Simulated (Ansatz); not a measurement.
The parent structure is AgCl in the rock salt structure (space group Fm-3m, No. 225).

```
CELL_PARAMETERS angstrom
      0.00000     2.72374     2.72374
      2.72374     0.00000     2.72374
      2.72374     2.72374     0.00000
ATOMIC_POSITIONS crystal
  Ag 0.00000 0.00000 0.00000
  Cl 0.50000 0.50000 0.50000
```

Cartesian axes are those of the cell as printed.

Computed with PBEsol, PAW, 420 eV (Ansatz, a quantum-chemistry and plane-wave program; no spin-orbit coupling).

Base values:

The band gap is 0.72 eV.

The change: biaxial strain +2.08 %, plane normal [111], relaxed out of plane (Cartesian); in-plane vectors clamped, the third vector and the atoms free.

**Question.** How does this affect the band gap and energy relative to the base?

**Answer.** The band gap drops by 0.049 eV to 0.68 eV; the energy rises by 1.4 meV/atom.

Stability against distortions was not tested.
